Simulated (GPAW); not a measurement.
**Worked example: self-consistent single point of MgCo2O4 (P-3m1, 7 atoms in the cell) in GPAW**

Computed with PBEsol, GPAW PAW datasets PBEsol (made by gpaw-setup) (plane waves; GPAW).

Input:

```python
from ase import Atoms
from ase.units import GPa
from gpaw import GPAW, PW

atoms = Atoms(['Mg', 'Co', 'Co', 'O', 'O', 'O', 'O'],
              cell=[[3.015900, 0.000000, 0.000000],
                    [-1.507950, 2.611846, 0.000000],
                    [0.000000, 0.000000, 9.880900]],
              scaled_positions=[[0.000000, 0.000000, 0.500000],
                                [0.000000, 0.000000, 0.232370],
                                [0.000000, 0.000000, 0.767630],
                                [0.333333, 0.666667, 0.624610],
                                [0.666667, 0.333333, 0.375390],
                                [0.333333, 0.666667, 0.151740],
                                [0.666667, 0.333333, 0.848260]],
              pbc=True)

atoms.set_initial_magnetic_moments([0.0, 3.0, 3.0, 0.0, 0.0, 0.0, 0.0])

calc = GPAW(spinpol=True,
            mode=PW(900),
            xc='PBEsol',
            kpts={'size': (8, 8, 2), 'gamma': True},
            occupations={'name': 'methfessel-paxton', 'width': 0.136, 'order': 0},
            nbands=-13,
            convergence={'forces': 0.001},
            symmetry={'symmorphic': False, 'tolerance': 0.0005},
            maxiter=150)

atoms.calc = calc

energy = atoms.get_potential_energy()
print('Energy (eV):', round(energy, 6))
forces = atoms.get_forces()
print('Forces (eV/Ang):')
print(forces.round(5))
stress = atoms.get_stress()
print('Stress (GPa, Voigt):', (stress / GPa).round(4))
```

Output, abridged:

```
Input parameters:
  convergence: {forces: 0.001}
  kpts: {gamma: True,
         size: (8, 8, 2)}
  maxiter: 150
  mode: {ecut: 900.0000000000001,
         name: pw}
  nbands: -13
  occupations: {name: methfessel-paxton,
                order: 0,
                width: 0.136}
  spinpol: True
  symmetry: {symmorphic: False,
             tolerance: 0.0005}
  xc: PBEsol

species:
  Mg:
    name: Magnesium
    Z: 12.0
    valence: 10
    core: 2
    charge: 0.0
    file: Mg.PBEsol.gz

    # Using partial waves for Mg as LCAO basis

  Co:
    name: Cobalt
    Z: 27.0
    valence: 9
    core: 18
    charge: 0.0
    file: Co.PBEsol.gz

    # Using partial waves for Co as LCAO basis

  O:
    name: Oxygen
    Z: 8.0
    valence: 6
    core: 2
    charge: 0.0
    file: O.PBEsol.gz

    # Using partial waves for O as LCAO basis

Reference energy: -89311.274061  # eV

Spin-polarized calculation.
Initial magnetic moment: 6.000000

Convergence criteria:
 Maximum [total energy] change in last 3 cyles: 0.0005 eV / valence electron
 Maximum integral of absolute [dens]ity change: 0.0001 electrons / valence electron
 Maximum integral of absolute [eigenst]ate change: 4e-08 eV^2 / valence electron
 Maximum change in the atomic [forces] across last 2 cycles: 0.001 eV/Ang OR
Maximum error relative to the maximum force is below inf
 Maximum number of scf [iter]ations: 150

Symmetries present (total): 12
Symmetries with fractional translations: 0
128 k-points: 8 x 8 x 2 Monkhorst-Pack grid + [1/16,1/16,1/4]
20 k-points in the irreducible part of the Brillouin zone
       k-points in crystal coordinates                weights
   0:     0.00000000    0.00000000    0.00000000          1/128
   1:     0.00000000    0.00000000    0.50000000          1/128
   2:     0.12500000    0.00000000    0.00000000          6/128
   [... 7 lines left out ...]
          ...
  19:     0.50000000    0.50000000    0.50000000          3/128

Wave functions: Plane wave expansion
  Cutoff energy: 900.000 eV
  Number of coefficients (min, max): 4752, 4812
  Pulay-stress correction: 0.000000 eV/Ang^3 (de/decut=0.000000)

Occupation numbers: Methfessel-Paxton:
  width: 0.1360  # eV
  order: 0

Eigensolver

Densities:
  Coarse grid: 21*21*70 grid
  Fine grid: 42*42*140 grid
  Total Charge: 0.000000

Density mixing:
  Method: difference
  Backend: pulay
  Linear mixing parameter: 0.05
  old densities: 5
  Damping of long wavelength oscillations: 50

Hamiltonian:
  XC and Coulomb potentials evaluated on a 42*42*140 grid
  External potential:
    NoExternalPotential

XC parameters: PBEsol with 2 nearest neighbor stencil

Number of atoms: 7
Number of atomic orbitals: 42
Number of bands in calculation: 42
Number of valence electrons: 52
Bands to converge: occupied

Density initialized from atomic densities
  42 bands from LCAO basis set

Atomic positions and initial magnetic moments

Positions:
   0 Mg     0.000000    0.000000    4.940450    ( 0.0000,  0.0000,  0.0000)
   1 Co     0.000000    0.000000    2.296025    ( 0.0000,  0.0000,  3.0000)
   2 Co     0.000000    0.000000    7.584875    ( 0.0000,  0.0000,  3.0000)
   3 O     -0.000002    1.741232    6.171709    ( 0.0000,  0.0000,  0.0000)
   4 O      1.507952    0.870614    3.709191    ( 0.0000,  0.0000,  0.0000)
   5 O     -0.000002    1.741232    1.499328    ( 0.0000,  0.0000,  0.0000)
   6 O      1.507952    0.870614    8.381572    ( 0.0000,  0.0000,  0.0000)

Unit cell:
           periodic     x           y           z      points  spacing
  1. axis:    yes    3.015900    0.000000    0.000000    21     0.1244
  2. axis:    yes   -1.507950    2.611846    0.000000    21     0.1244
  3. axis:    yes    0.000000    0.000000    9.880900    70     0.1412

  Lengths:   3.015900   3.015900   9.880900
  Angles:   90.000000  90.000000 120.000000

Effective grid spacing dv^(1/3) = 0.1361

     iter     time        total  log10-change:         magmom
                         energy   eigst   dens  force
iter:   1 --:--:--   -53.618022                          +6.0052
iter:   2 --:--:--   -51.983983   -0.92  -0.99           +7.3924
iter:   3 --:--:--   -50.426835   -0.78  -1.06           +8.1425
iter:   4 --:--:--   -49.494379   -2.14  -1.28           +7.5337
iter:   5 --:--:--   -49.584696   -1.69  -1.39           +7.0786
iter:   6 --:--:--   -51.029816   -1.63  -1.39           +7.2452
   [... 30 lines left out ...]
iter:  37 --:--:--   -49.922112   -2.66  -1.84           +0.0000
iter:  38 --:--:--   -49.865914   -2.56  -1.96           -0.0001
iter:  39 --:--:--   -49.851004   -3.34  -2.02           +0.0000
iter:  40 --:--:--   -49.815649   -3.23  -2.12           +0.0000
iter:  41 --:--:--   -49.812616   -3.71  -2.45           +0.0000
iter:  42 --:--:--   -49.812008c  -4.45  -2.56           +0.0000
iter:  43 --:--:--   -49.809639c  -3.95  -2.59           -0.0001
iter:  44 --:--:--   -49.808522c  -4.85  -2.73           -0.0001
iter:  45 --:--:--   -49.807203c  -4.70  -2.81           -0.0001
iter:  46 --:--:--   -49.807137c  -5.21  -3.03           -0.0001
iter:  47 --:--:--   -49.807191c  -5.64  -3.06           -0.0001
iter:  48 --:--:--   -49.807292c  -5.52  -3.24           -0.0001
iter:  49 --:--:--   -49.807514c  -5.13  -3.40           -0.0001
iter:  50 --:--:--   -49.807479c  -6.33  -3.62           -0.0001
iter:  51 --:--:--   -49.807459c  -6.88  -3.69           -0.0001
iter:  52 --:--:--   -49.807390c  -6.08  -3.73           -0.0001
iter:  53 --:--:--   -49.807398c  -6.73  -4.00           -0.0001
iter:  54 --:--:--   -49.807410c  -7.43c -4.18c          -0.0000
iter:  55 --:--:--   -49.807423c  -7.96c -4.34c -2.57    -0.0000
iter:  56 --:--:--   -49.807439c  -7.71c -4.44c -2.35    -0.0000
iter:  57 --:--:--   -49.807437c  -9.00c -4.60c -3.30c   -0.0000

Converged after 57 iterations.

Dipole moment: (0.000000, -0.000000, -0.000000) |e|*Ang

Total magnetic moment: (0.000000, 0.000000, -0.000006)
Local magnetic moments:
   0 Mg ( 0.000000,  0.000000, -0.000000)
   1 Co ( 0.000000,  0.000000, -0.000004)
   2 Co ( 0.000000,  0.000000, -0.000004)
   3 O  ( 0.000000,  0.000000, -0.000000)
   4 O  ( 0.000000,  0.000000, -0.000000)
   5 O  ( 0.000000,  0.000000,  0.000000)
   6 O  ( 0.000000,  0.000000,  0.000000)

Energy contributions relative to reference atoms: (reference = -89311.274061)

Kinetic:        +19.826314
Potential:      -23.622450
External:        +0.000000
XC:             -46.776308
Entropy (-ST):   -0.036083
Local:           +0.783048
SIC:             +0.000000
--------------------------
Free energy:    -49.825479
Extrapolated:   -49.807437

Spin contamination: 0.000002 electrons
Showing only first 2 kpts
                      Up                     Down
 Kpt  Band  Eigenvalues  Occupancy  Eigenvalues  Occupancy
  0    24      4.48145    0.99980      4.48144    0.99980
  0    25      4.68944    0.91585      4.68944    0.91585
  0    26      6.11406    0.00000      6.11406    0.00000
  0    27      6.11420    0.00000      6.11419    0.00000

  1    24      4.54253    0.99817      4.54253    0.99817
  1    25      4.58471    0.99318      4.58471    0.99318
  1    26      6.13032    0.00000      6.13032    0.00000
  1    27      6.13046    0.00000      6.13046    0.00000

Fermi level: 4.82193

Gap: 0.076 eV
Transition (v -> c):
  (s=0, k=2, n=25, [0.12, 0.00, 0.00]) -> (s=1, k=13, n=26, [0.38, 0.38, 0.50])
Direct/indirect transitions are different
Direct gap: 0.473 eV
Transition at: (s=0->1, k=13, n=25, [0.38, 0.38, 0.50])
Energy (eV): -49.807437

Forces in eV/Ang:
  0 Mg    0.00000    0.00000    0.00000
  1 Co   -0.00000   -0.00000    1.13206
  2 Co    0.00000    0.00000   -1.13206
  3 O     0.00000   -0.00000    0.85850
  4 O    -0.00000    0.00000   -0.85850
  5 O     0.00000   -0.00000    0.18428
  6 O    -0.00000    0.00000   -0.18428

Stress tensor:
     0.162307    -0.000000     0.000000
    -0.000000     0.162307    -0.000000
     0.000000    -0.000000     0.069158
Stress (GPa, Voigt): [26.0045 26.0045 11.0803 -0.      0.     -0.    ]
```

The run converged in 57 iterations. GPAW prints stress with tension positive.

At such cutoffs GPAW's stress carries a finite-basis (Pulay) error, which enters relaxed cells too; its log prints stress with tension positive.

The starting cell comes from a database of computed structures (which also holds hypothetical and non-ambient phases and stackings), without a prior relaxation at this level. The starting moments vanished: the run ended non-magnetic, which need not be the lowest state. Forces in this geometry exceed 1 eV/Å. The log's line on a gap gives a spacing of levels on this mesh, which the program prints for metals too.

Cost on one core of a shared machine: roughly 6 min.
